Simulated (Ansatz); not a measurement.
What isotropic strain −1.50 % does to HfN

Start from HfN in the rock salt structure (space group Fm-3m, No. 225; a = 4.468 Å; relaxed with 0.1 eV smearing).

Modification: an isotropic linear strain of −1.50 %, atoms relaxed at fixed cell.

Computed with Ansatz (a first-principles code) LDA, no spin-orbit coupling. k-mesh 22×22×22 (Γ-centred); smearing 0.1 eV (Fermi–Dirac).

| quantity | base | changed | shift |
|---|---|---|---|
| volume per atom | 11.15 Å³ | 10.66 Å³ | -0.49 Å³ |
| space group | Fm-3m (No. 225) | Fm-3m (No. 225) | – |
| shortest interatomic distance | 2.234 Å | 2.201 Å | -0.0335 Å |
| energy relative to the base (free energy F) | 0 meV/atom | +22 meV/atom | +22 meV/atom |
| pressure | 0.0 GPa | 15.0 GPa | +15.0 GPa |
| band gap | zero | zero | – |

Final structure:

```
CELL_PARAMETERS angstrom
      0.00000     2.20064     2.20064
      2.20064     0.00000     2.20064
      2.20064     2.20064     0.00000
ATOMIC_POSITIONS crystal
  Hf 0.00000 0.00000 0.00000
  N  0.50000 0.50000 0.50000
```

No phonon test of stability was made. All final runs are without spin polarisation. An odd electron count without spin: HfN.
